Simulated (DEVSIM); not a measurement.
**illuminated Si p-on-n cell, one wavelength**

Structure: illuminated Si p-on-n cell, one wavelength, at 300 K.

```tsv
layer (left to right)	material	thickness (μm)	Nd (cm⁻³)	Na (cm⁻³)	τn (s)	τp (s)	absorption coefficient (cm⁻¹)
1	Si	0.360	-	9.9e17	1.6e-7	1.5e-6	1300
2	Si	180	2.8e16	-	8.9e-6	8.9e-6	1300
```

Left contact: ohmic, minority electron recombination velocity 3000 cm/s. Right contact: ohmic, minority hole recombination velocity 9000 cm/s. Voltage is applied to the left contact. Recombination: SRH at mid-gap, radiative, Auger. Light enters at the left, 6.3e15 photons cm⁻² s⁻¹, one pass, no reflection. Mobility is constant in doping.

This is a model device: material constants are rounded textbook-type values typed into the input, and sizes, dopings and lifetimes were drawn at random. Values at 300 K.

| parameter | Si |
|---|---|
| gap (eV) | 1.124 |
| affinity (eV) | 4.05 |
| permittivity | 11.7 |
| Nc (cm⁻³) | 2.86e19 |
| Nv (cm⁻³) | 3.1e19 |
| μn (cm²/Vs) | 1417 |
| μp (cm²/Vs) | 470 |
| B (cm³/s) | 4.7e-15 |
| Cn (cm⁶/s) | 2.8e-31 |
| Cp (cm⁶/s) | 9.9e-32 |

Simulated with DEVSIM: 1D drift-diffusion, Boltzmann statistics, complete ionisation; no tunnelling, impact ionisation, image-force lowering or self-heating.

| Quantity | Result |
|---|---|
| Potential step across the device at zero bias | 0.856 V |
| Largest field in the device at zero bias | 89000 V/cm |
| Dark forward voltage at 1 A/cm² | 0.723 V |
| Dark forward voltage at 100 A/cm² | 0.910 V |
| Short-circuit current | 0.941 mA/cm² |
| Open-circuit voltage | 0.537 V |
| Fill factor | 0.81 |
| Largest power | 0.410 mW/cm² |
| Share of generated pairs collected at short circuit | 0.932 |

Current under light (generator sign):

```csv
V (V),J (mA/cm²)
0.00,0.941
0.06,0.941
0.14,0.941
0.22,0.941
0.30,0.941
0.38,0.938
0.40,0.936
0.42,0.930
0.44,0.918
0.46,0.892
0.48,0.836
0.50,0.716
0.52,0.456
0.54,-0.105
```

Small-signal capacitance in reverse bias (quasi-static):

| V (V) | C (nF/cm²) |
|---|---|
| -0.04 | 52.0 |
| -0.1 | 50.2 |
| -0.2 | 47.6 |
| -0.3 | 45.4 |
| -0.4 | 43.4 |
| -0.6 | 40.2 |
| -0.8 | 37.6 |
| -1 | 35.4 |
| -1.3 | 32.8 |
| -1.6 | 30.7 |
| -2 | 28.4 |
